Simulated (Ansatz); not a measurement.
Take CuI in the zinc blende structure (space group F-43m, No. 216; a = 5.9393 Å) as the base. Axes: x, y, z lie along the cube axes.

All numbers come from PBEsol in Ansatz (plane waves to 420 eV, PAW, no spin-orbit coupling).

Perturbation: an isotropic linear strain of +3.00 %, atoms relaxed at fixed cell.

### Question
Predict the stress tensor and what it implies for the stiffness.

### Answer
Stress of the strained cell less that of the base (GPa, compression positive):
```
  -3.47    0.00    0.00
   0.00   -3.47    0.00
   0.00    0.00   -3.47
```

Then B = −ΔP/(ΔV/V₀) with ΔV/V₀ = 0.0927 gives secant stiffness values (nonlinear terms included at this strain): B ≈ 37 GPa.

As a check, the harmonic strain energy −½ V₀ Δσ:ε is 26 meV/atom; the computed energy rise is 29 meV/atom.

Whether these cells are dynamically stable was not tested. All final runs are without spin polarisation.

Ansatz is a first-principles code.
